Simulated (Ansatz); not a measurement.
Abridged Ansatz (an electronic-structure program) output:

```
Relaxation: its limit of steps is 60 (relax.max_steps)
Pseudopotential: Pb, paw, valence charge 14
Pseudopotential: O, paw, valence charge 6
Crystal: 4 atoms, lattice volume = 71.147 Å³
Basis set: ecut = 420 eV, 1367 PW (Γ), exchange–correlation on 54×54×64 points (8 copies of the dense FFT grid, shifted against one another)
Bands: 24, of which v1, the nominal top of the filled ones, is band 20 counted from 1 (19 counted from 0)
Symmetry: 16 space group operations
k-points: 60 of 448
Functional: x = pbesol(κ = 0.804, μ = 0.12345679012345678), c = pbesol(β = 0.046)
SCF iter   1: F=—  HF=-24631.885496 eV  |F-HF|=—  |Δ(HF+E_count)|=         —  Δρ=1.48e-2  dr2=1.51e-1  ethr=1.77e-3  ⟨swp⟩=6.2  Hψ=6621  notcnv=0
SCF iter   2: F=—  HF=-24631.858019 eV  |F-HF|=—  |Δ(HF+E_count)|=   2.75e-2  Δρ=4.08e-3  dr2=1.37e-2  ethr=3.77e-4  ⟨swp⟩=2.0  Hψ=2153  notcnv=0
SCF 1 converged in 6 iterations: F = -24631.855555 eV  dr2 = 6.60e-8
relax step   1: F+E_penalty+E_count = -24631.85555537 eV  Δ(F+E_penalty+E_count) = +0.000e0 eV  max|allowed force component| = 2.941e-4 eV/Å  Δτ_max = 0.0000 Å  P = +1.499 GPa  Ω = 71.147 Å³  (6 SCF iters, dr2 threshold 1.00e-7 eV, accepted)
[... steps on the carried basis left out ...]
relax step  10: F+E_penalty+E_count = -24631.82418203 eV  Δ(F+E_penalty+E_count) = +4.142e-4 eV  max|allowed force component| = 9.612e-4 eV/Å  Δτ_max = 0.0000 Å  P = +3.005 GPa  Ω = 68.880 Å³  stress off target by 1.16e-2 GPa  SCF on the basis re-selected at this cell (its energy is not comparable with the rows above)  (9 SCF iters)
SCF converged after 9 iterations
Free energy (F): -24631.824182 eV
Internal energy: -24631.824165 eV  (E = F + TS)
E sigma→0 (E₀):  -24631.824174 eV
Entropy (-TS):   -0.000017 eV (-0.004 meV/atom)
Fermi energy:    10.667561 eV
  E_disp       = -1.079655  (pairwise vdW)
--- Forces (eV/Å), atoms counted from 1 ---
  atom   1  Pb     0.00000000     0.00000000     0.00096121
  atom   2  Pb     0.00000000     0.00000000    -0.00096121
  atom   3  O      0.00000000     0.00000000    -0.00000000
  atom   4  O      0.00000000     0.00000000     0.00000000
--- Stress (GPa, compression-positive) ---
        3.011594       0.000000       0.000000
        0.000000       3.011594       0.000000
        0.000000       0.000000       2.991426
  P = ⅓ Tr σ = 3.0049 GPa (30.049 kbar)
--- Relaxed structure (8 steps of the walk, 7 accepted, 2 SCFs on fresh bases) ---
  cell:  # Å, volume = 68.8800 Å³
    - [3.955752116110147, 1.8988691465248128e-34, 0.0]
    - [1.8988691465248128e-34, 3.955752116110147, 0.0]
    - [0.0, 0.0, 4.40184729448623]
  atoms:
    - { symbol: Pb, position: [0.5, 5.345529420184391e-51, 0.7343544115187539] }
    - { symbol: Pb, position: [5.345529420184391e-51, 0.5, 0.2656455884812459] }
    - { symbol: O, position: [0.5, 0.5, 0.0] }
    - { symbol: O, position: [-8.729975402794168e-86, 5.265900860697064e-87, 0.0] }
```

What was computed, and what are the main results?

PbO, 4 atoms in the cell, with Ansatz, PBEsol-D3(BJ), PAW, cutoff 420 eV, spin-orbit coupling left out, from a series relaxed to a target (pressure 3 GPa). The last SCF converged to F = -24631.824182 eV, or -6157.9560 eV per atom, at a pressure of 3.00 GPa. The total energy compares only with runs of the same code, potentials and settings.

With Pb present, leaving out spin-orbit coupling can change the band edges. Load acts through the strain it causes; cell and atoms are relaxed under it. No phonon test of stability was made. The cell was made from PbO (space group P4/nmm, No. 129) by this change: pressure 3 GPa.

Keys are those of Ansatz 0.2.
